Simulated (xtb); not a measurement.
xtb 6.7.1, GFN1-xTB: Nb(NH)(Cl)2(OiPr) (CC(C)[O][Nb](=[NH])([Cl])[Cl]), 16 atoms. The geometry is a generated start, not checked to be a minimum at this level.

```json
{
 "run_flags": "--grad",
 "method": "GFN1-xTB",
 "--acc": "1 (default)",
 "--etemp (K)": "300 (default)",
 "basis_functions": "66",
 "valence_electrons": "50"
}
```

```xyz
16

Nb    -2.0651     0.1985     0.7051
N     -2.8462    -1.2374     0.0318
H     -3.2242    -2.1055    -0.3442
Cl    -2.8691     0.5308     2.7632
Cl    -2.8646     1.9483    -0.4548
O     -0.2848     0.1564     0.6450
C      0.9773    -0.2121     0.2121
C      1.9513     0.9576     0.3866
C      0.8698    -0.6493    -1.2533
H      1.3134    -1.0680     0.8269
H      1.6501     1.7835    -0.2555
H      2.9595     0.6529     0.1245
H      1.9426     1.2962     1.4212
H      0.0966    -1.4165    -1.3343
H      0.5775     0.2067    -1.8623
H      1.8160    -1.0422    -1.6119
```

Charge 0 and multiplicity 1 are set for this test and not shown to be the ground state.

One run each on 1 thread. Values of broydamp tried: 0.02, 0.05, 0.1, 0.2, 0.4 (default), 0.6, 0.8, 1.

### Question
Predict the course of the SCC iterations along this series.

### Answer
Fewest SCC iterations, within one of each other: 0.6 with 15, 0.8 with 14, 1 with 14. The count rises to 23 at 0.02. All converge to one solution.

```
broydamp       SCC iterations            end
-------------  --------------  -------------
0.02                       23  same solution
0.05                       18  same solution
0.1                        16  same solution
0.2                        16  same solution
0.4 (default)              16  same solution
0.6                        15  same solution
0.8                        14  same solution
1                          14  same solution
```
